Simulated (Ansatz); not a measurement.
# RuAl2 (Fddd, No. 70, 6 atoms in the cell; start mp-10910)

All values below come from r²SCAN (PAW; Ansatz, a quantum-chemistry and plane-wave program).

Run with plane-wave cutoff 560 eV, 10×10×10 k mesh, Fermi–Dirac smearing 0.01 eV, no spin polarisation, scalar-relativistic PAW data made under PBE.

Cell (relaxed at this level):

```cif
data_Al4Ru2
_chemical_formula_sum 'Al4 Ru2'
_space_group_name_H-M_alt 'P 1'
_space_group_IT_number 1
_cell_length_a 5.93309
_cell_length_b 4.98222
_cell_length_c 4.63189
_cell_angle_alpha 76.116
_cell_angle_beta 54.607
_cell_angle_gamma 49.277
loop_
_space_group_symop_operation_xyz
  'x, y, z'
loop_
_atom_site_label
_atom_site_type_symbol
_atom_site_fract_x
_atom_site_fract_y
_atom_site_fract_z
_atom_site_occupancy
Al1 Al 0.07903 0.42097 0.07903 1
Al2 Al 0.42097 0.07903 0.42097 1
Al3 Al 0.17097 0.82903 0.17097 1
Al4 Al 0.82903 0.17097 0.82903 1
Ru1 Ru 0.75000 0.75000 0.75000 1
Ru2 Ru 0.50000 0.50000 0.50000 1
```

* **band gap**: 0.17 eV
* **smallest direct gap on the k points sampled**: 1.37 eV
* **Γ–Γ gap**: 1.85 eV

Spin–orbit coupling is not included.

Computed values are for the static lattice.

Cost on a shared machine: about 70 core-seconds (a rough figure).

A start named mp-… is a Materials Project structure, which need not be a measured phase.
